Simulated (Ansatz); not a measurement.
The reference is Mg2Sn (space group Fm-3m, No. 225; a = 6.7471 Å; relaxed with 0.1 eV smearing). Axes: x, y, z lie along the cube axes.

Level of theory: Ansatz (a first-principles code), PBEsol, PAW, cutoff 420 eV, no spin-orbit coupling.

Strains are applied to the cell and any free atomic positions relax; under biaxial strain the out-of-plane vector relaxes too.

One change was made to it. Results:

```tsv
quantity	base	after
energy relative to the base (free energy F)	0 meV/atom	+1.1 meV/atom
pressure (mean of the normal stresses, compression positive)	0.0 GPa	0.5 GPa
shortest interatomic distance	2.922 Å	2.905 Å
```

Q: Which of these changes matches the shifts?
A. biaxial strain +0.42 %, plane normal [111], relaxed out of plane
B. biaxial strain +2.08 %, plane normal [111], relaxed out of plane
C. biaxial strain +0.83 %, plane normal [111], relaxed out of plane
D. biaxial strain −1.67 %, plane normal [111], relaxed out of plane
E. biaxial strain −0.83 %, plane normal [111], relaxed out of plane

A: E, biaxial strain −0.83 %, plane normal [111], relaxed out of plane. For comparison, the pressure in the other runs: biaxial strain +2.08 %, plane normal [111], relaxed out of plane gives -1.2 GPa; biaxial strain +0.42 %, plane normal [111], relaxed out of plane gives -0.3 GPa; biaxial strain −1.67 %, plane normal [111], relaxed out of plane gives 1.1 GPa; biaxial strain +0.83 %, plane normal [111], relaxed out of plane gives -0.5 GPa.

Whether these cells are dynamically stable was not tested.
